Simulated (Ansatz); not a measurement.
GaAs in the rock salt structure (space group Fm-3m, No. 225; a hypothetical phase, not in the database extracts checked)

```
CELL_PARAMETERS angstrom
      0.00000     2.66465     2.66465
      2.66465     0.00000     2.66465
      2.66465     2.66465     0.00000
ATOMIC_POSITIONS crystal
  As 0.00000 0.00000 0.00000
  Ga 0.50000 0.50000 0.50000
```

The values are results of Kohn–Sham DFT with the r2SCAN functional, run in Ansatz (a quantum-chemistry and plane-wave program) with PAW and 500 eV plane waves, no SOC, earlier PAW set, not measurements. k-mesh 15×15×15 (Γ-centred); smearing 0.05 eV (Fermi–Dirac).

```yaml
volume_per_atom: 18.92 Å³
density: 6.35 g/cm³
band_gap: zero
total_energy: -4327.465 eV/atom (σ→0; compares only within this code and set-up)
```

Stability against distortions was not tested. The final runs are not spin-polarised.
